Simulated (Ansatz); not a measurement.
Candidates (primitive cells; geometry: relaxed with this functional, without spin-orbit coupling):
A. PtAl2 (Fm-3m), a = b = c = 4.169 Å, α = β = γ = 60.00°
B. ZrSi (Cmcm), a = 5.282 Å, b = 5.282 Å, c = 3.737 Å, α = 90.00°, β = 90.00°, γ = 138.59°
C. CuSn (P6_3/mmc), a = 4.1202 Å, b = 4.1202 Å, c = 4.9739 Å, α = 90.00°, β = 90.00°, γ = 120.00°
D. LaTl3 (Pm-3m), a = b = c = 4.7930 Å, α = β = γ = 90.00°

Problem. Order them by logarithmic mean phonon energy (highest first) at the level PBEsol, DFPT electron-phonon coupling, linearised Boltzmann equation (Ansatz, a first-principles code).

Solution. B (25 meV), A (15.6 meV), C (11.2 meV), D (7.5 meV)

Metals; harmonic phonons. Halving the electron mesh moves these values by up to 5 %; q meshes are mostly untested. Some of the runs warned that the eigensolver left states short of its tolerance. Spin-orbit coupling is left out.

Formula and space group known from diffraction (Crystallography Open Database), not checked to be the room-temperature form: CuSn (P6_3/mmc), LaTl3 (Pm-3m), ZrSi (Cmcm). The missing spin-orbit coupling matters most for LaTl3 (Pm-3m), PtAl2 (Fm-3m).
